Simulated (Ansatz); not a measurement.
# cubic BaZrO3 (1 1 0) on zinc-blende InP (1 1 0) (film strained to the substrate, started from cuts of the bulks and a machine-learned relaxation; slabs In8P8 and Ba3Zr3O11, which can lie off the formulas)

A periodic stack without vacuum, cubic BaZrO3 (1 1 0) on zinc-blende InP (1 1 0) (film strained to the substrate, started from cuts of the bulks and a machine-learned relaxation; slabs In8P8 and Ba3Zr3O11, which can lie off the formulas): substrate slab In8P8, film Ba3Zr3O11, surface cells [[0, -1], [1, -1]] and [[1, 0], [1, 1]], film strained by -0.3 and -0.3 %, outermost planes InP/InP and O/O as cut, which need not be the usual terminations and can put a slab off its formula.

The start was prepared with a machine-learned potential, and the result is one local minimum, with the in-plane cell held and forces under 0.04 eV/Å; the film can end far from its bulk form.

Method: PBE (plane waves to 420 eV, PAW; Ansatz, a quantum-chemistry and plane-wave program). Scalar-relativistic, without spin–orbit coupling; PBE gaps are too small against experiment. Its k-point mesh 7×4×1, Fermi–Dirac width 0.05 eV.

The interface area is 25.1 Å² and the period is 26.85 Å. The heights between the nearest atoms of the two slabs at the two interfaces is 1.38 and 1.38 Å and the In–O contacts across the interfaces within 1.22 times the sum of covalent radii is 2, mean 2.10 Å. The Ba–In contacts across the interfaces within 1.22 times the sum of covalent radii is 2, mean 3.56 Å, the Ba–P contacts across the interfaces within 1.22 times the sum of covalent radii is 2, mean 3.47 Å and the O–P contacts across the interfaces within 1.22 times the sum of covalent radii is 2, mean 1.61 Å. The spin-polarised check at this geometry is falls back to no moment.

```xyz
33
Lattice="4.2144 0.0000 -0.0086 4.2144 5.9600 -0.0090 -0.0521 2.9779 26.8541" Properties=species:S:1:pos:R:3 pbc="T T T"
In     6.9764     6.1611     2.7990
In     4.9711     3.2458     0.8340
In     6.9980     6.1622     7.0219
In     4.8873     3.1718     4.9762
In     7.0057     6.1510    11.2195
In     4.8958     3.1820     9.1742
In     2.7030     6.2254    15.3703
In     4.9161     3.1803    13.3978
P      2.7398     1.6905     0.6957
P      4.8576     4.7024     2.9057
P      2.7783     1.6934     4.9236
P      4.8906     4.6744     7.0657
P      2.7887     1.6942     9.1393
P      4.9003     4.6727    11.2819
P      2.8203     1.7215    13.2990
P      4.9341     4.6700    15.5101
Ba     3.8427     5.5758    18.6738
Zr     1.6932     2.5449    18.5176
O      6.2109     6.9899    17.1912
O      5.4028     3.9921    16.8928
O      3.7808     2.6759    18.7378
Ba     3.8081     2.6059    21.5293
Zr     5.9154     5.5812    21.5250
O      5.9459     4.2061    19.9604
O      5.8547     7.1395    20.0574
O      3.8085     5.6211    21.5291
Ba     3.7732     5.5768    24.3846
Zr     1.7091     2.5445    24.5502
O      5.9774     7.1400    22.9922
O      1.6714     4.2068    23.0999
O      3.8367     2.6740    24.3213
O      2.2183     3.9892    26.1682
O      5.6230     6.9877    25.8572
```
